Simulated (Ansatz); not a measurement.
We consider AlB2-type ZrB2, described by PBE (plane waves, PAW; Ansatz, an electronic-structure program).

Run with plane-wave cutoff 520 eV, 18×18×12 k mesh (along the axes of the cell as run), Fermi–Dirac smearing 0.1 eV, perturbation theory, force constants from a 6×6×4 q mesh, scalar-relativistic PAW data made under PBE.

Computed at the level's own relaxed cell.

Harmonic phonon frequencies (cm⁻¹; i marks an imaginary mode):

| q point | frequencies |
|---|---|
| Γ | 0 0 0 448 448 467 551 767 767 |
| A | 209 209 238 403 403 493 616 770 770 |
| K | 243 262 262 534 534 627 642 642 732 |
| H | 230 254 254 567 567 620 641 641 717 |

No imaginary mode appears at these points.
